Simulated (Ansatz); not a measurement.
System: CdS (Fm-3m, No. 225, 4 atoms in the cell; start mp-1181862; high-pressure phase). Method: r²SCAN (Ansatz, a quantum-chemistry and plane-wave program, plane waves, PAW).

Run with plane-wave cutoff 560 eV, 10×6×10 k mesh (along the axes of the cell as run), Fermi–Dirac smearing 0.01 eV, scalar-relativistic PAW data made under PBE.

Cell (relaxed at this level):

```
CELL_PARAMETERS angstrom
      3.85629     0.00000     0.00000
      0.00000     5.45359     0.00000
      0.00000     0.00000     3.85622
ATOMIC_POSITIONS crystal
  Cd 0.50000 0.50000 0.24996
  Cd 0.00000 0.00000 0.75004
  S  0.50000 0.00000 0.25001
  S  0.00000 0.50000 0.74999
```

Question: Give the computed band gap and smallest direct gap on the k points sampled.

Answer: 
* **band gap**: 0.75 eV
* **smallest direct gap on the k points sampled**: 1.54 eV

Spin–orbit coupling is not included.

A start named mp-… is a Materials Project structure, which need not be a measured phase.
